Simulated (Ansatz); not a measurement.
Mg2Sn: response to strain

Base system: Mg$_{2}$Sn (space group Fm-3m, No. 225; relaxed with 0.1 eV smearing).

```
Mg2Sn
1.0
    0.00000     3.37356     3.37356
    3.37356     0.00000     3.37356
    3.37356     3.37356     0.00000
Mg Sn
2 1
Direct
  0.25000   0.25000   0.25000
  0.75000   0.75000   0.75000
  0.00000   0.00000   0.00000
```

Cartesian axes are those of the cell as printed.

Strains are applied to the cell and any free atomic positions relax; under biaxial strain the out-of-plane vector relaxes too.

All numbers come from Kohn–Sham DFT with the PBEsol functional, run in Ansatz (a quantum-chemistry and plane-wave program) with PAW and 420 eV plane waves, without spin-orbit coupling.

Notes on the quantities. pressure: mean of the normal stresses, compression positive.

```csv
variant,ratio −ε⊥/ε∥,pressure
base,–,0.0 GPa
"biaxial strain −2.50 %, plane normal [111], relaxed out of plane",0.55,1.8 GPa
"biaxial strain −1.67 %, plane normal [111], relaxed out of plane",0.55,1.1 GPa
"biaxial strain −1.25 %, plane normal [111], relaxed out of plane",0.54,0.8 GPa
"biaxial strain −0.83 %, plane normal [111], relaxed out of plane",0.56,0.5 GPa
"biaxial strain −0.42 %, plane normal [111], relaxed out of plane",–,0.3 GPa
"biaxial strain +0.42 %, plane normal [111], relaxed out of plane",–,-0.3 GPa
"biaxial strain +1.25 %, plane normal [111], relaxed out of plane",0.53,(withheld)
"biaxial strain +1.67 %, plane normal [111], relaxed out of plane",0.53,-1.0 GPa
"biaxial strain +2.08 %, plane normal [111], relaxed out of plane",0.53,-1.2 GPa
```

**Question.** Complete the table.

**Answer.** 
- biaxial strain +1.25 %, plane normal [111], relaxed out of plane, pressure: -0.8 GPa

Whether these cells are dynamically stable was not tested.
